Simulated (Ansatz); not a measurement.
Given:

```
CELL_PARAMETERS angstrom
      0.00000     2.71679     2.71679
      2.71679     0.00000     2.71679
      2.71679     2.71679     0.00000
ATOMIC_POSITIONS crystal
  Si 0.25000 0.25000 0.25000
  Si 0.00000 0.00000 0.00000
```

Computed with HSE06, rigid bands (plane waves, PAW, scalar-relativistic; Ansatz, a program for electronic structure). Cell: cell and atoms relaxed with PBEsol.

**Question.** What conductivity effective mass do dilute electrons have at 300 K?

**Answer.** 0.27 mₑ.

**Question.** Predict the hole conductivity mass (n e² τ/σ) at 300 K, by direction if it differs.

**Answer.** 0.32 mₑ.

**Question.** And the band gap?

**Answer.** 1.13 eV at this level.

Rigid bands, one relaxation time for all states, no polarons. Spin-orbit coupling is left out; where it splits the top of the valence band it changes the hole mass and lowers the gap by about a third of the splitting. Geometry: cell and atoms relaxed with PBEsol.
